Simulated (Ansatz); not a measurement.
The reference is Hf in the hcp (Mg type) structure (space group P6_3/mmc, No. 194; a = 3.1581 Å, c = 5.0045 Å; relaxed with 0.1 eV smearing). Axes: x lies along a and z along c of the hexagonal cell.

Method: plane-wave PAW DFT at the PBEsol level (Ansatz, a first-principles code, 420 eV), no spin-orbit coupling.

For the base:

* **Pressure**: 0.0 GPa
* **Shortest interatomic distance**: 3.096 Å

It is then changed as follows: biaxial strain +1.00 %, plane normal [001], relaxed out of plane (Cartesian); in-plane vectors clamped, the third vector and the atoms free.

Task: What does the calculation give for the out-of-plane strain after the change?

Result: The out-of-plane strain comes out as -0.69 %.

Task: Predict the new pressure.

Result: The pressure (mean of the normal stresses, compression positive) goes from zero to -1.4 GPa.

Task: What happens to the shortest interatomic distance?

Result: The shortest interatomic distance falls by 0.003 Å, from 3.096 Å to 3.093 Å.

No phonon test of stability was made. The final runs are not spin-polarised.
